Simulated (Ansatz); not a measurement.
Start from KTaO3 in the cubic perovskite structure (space group Pm-3m, No. 221; a = 4.0244 Å).

Computed with PBE (Ansatz, a quantum-chemistry and plane-wave program), spin-orbit coupling left out.

Before the change:

```
Quantity               Result
-------------------  --------
Smallest direct gap   2.78 eV
Band gap              2.16 eV
Pressure             0.01 GPa
```

The change: every lattice vector is shortened by 0.60 %; the atoms relax in the strained cell.

Task: Estimate the effect on the smallest direct gap, band gap, energy relative to the base and pressure.

Result: The smallest direct gap grows by 0.034 eV (2.78 eV → 2.82 eV); the band gap grows by 0.04 eV (2.16 eV → 2.20 eV); the energy rises by 2.6 meV/atom; the pressure grows by 3.54 GPa to 3.55 GPa.

With Ta present, leaving out spin-orbit coupling can change the band edges. Whether these cells are dynamically stable was not tested.
